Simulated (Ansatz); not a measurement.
**Pressure series in Si3N4**

Take Si$_{3}$N$_{4}$ (space group P6_3/m, No. 176) as the base.

```xyz
14
Lattice="7.6246 0.0000 0.0000 -3.8123 6.6031 0.0000 0.0000 0.0000 2.9105" Properties=species:S:1:pos:R:3 pbc="T T T"
Si    -1.3770     5.4545     2.1829
Si     5.1894     1.1486     0.7276
Si     2.2124     1.5347     0.7276
Si     1.5999     5.0684     2.1829
Si    -0.2229     2.6833     2.1829
Si     4.0352     3.9198     0.7276
N      0.0000     4.4021     2.1829
N      3.8123     2.2010     0.7276
N      4.8444     4.4241     2.1829
N     -1.0321     2.1790     0.7276
N     -1.4092     6.4075     0.7276
N      5.2215     0.1957     2.1829
N      1.3710     1.9834     2.1829
N      2.4413     4.6198     0.7276
```

Cell and atoms are relaxed at each pressure.

The values are results of DFT with PBEsol, PAW potentials and a 420 eV plane-wave cutoff in Ansatz (a quantum-chemistry and plane-wave program), no SOC, not measurements.

```tsv
pressure (GPa)	volume per atom (Å³/atom)
-1	10.510
0	10.467
0.3	?
0.7	10.437
1.5	10.403
3	10.341
5	10.260
7.5	10.164
10	10.071
```

Q: Fit the third-order Birch–Murnaghan form P(V) = (3B₀/2)[(V₀/V)^(7/3) − (V₀/V)^(5/3)]·[1 + (3/4)(B₀′ − 4)((V₀/V)^(2/3) − 1)] (squares taken in P) to the rows shown and predict the withheld row.

A: Least squares on the printed values gives V₀ = 10.467 Å³/atom, B₀ = 243 GPa, B₀′ = 3.5; this predicts 10.454 Å³/atom, and the run gives 10.454 Å³/atom, in agreement.

Load acts through the strain it causes; cell and atoms are relaxed under it. Whether these cells are dynamically stable was not tested. Competing high-pressure phases were not computed.
